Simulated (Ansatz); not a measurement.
Effect of holes 5.0×10^21 cm⁻³ on SiC

Start from SiC (space group P6_3mc, No. 186; a = 3.0781 Å, c = 10.0762 Å).

Modification: hole doping at 5.0×10^21 cm⁻³ (0.413 per cell), with a uniform compensating background at fixed cell and a 300 K Fermi–Dirac width.

Method: PBEsol (Ansatz, a first-principles code), no SOC, earlier PAW set. k-mesh 17×17×5 (Γ-centred); smearing 0.0259 eV (Fermi–Dirac).

Gap between the host's bands: 2.23 eV (base 2.12 eV)
Gap character: indirect, Γ → M (base indirect, Γ → M)
Fermi level relative to the doped band's edge (positive inside the band; to 0.05 eV): +0.45 eV

Carriers are added with a uniform compensating background; total energy and stress of such cells depend on the potential's zero and are not compared; many-body gap narrowing is missing at this level. Whether these cells are dynamically stable was not tested.
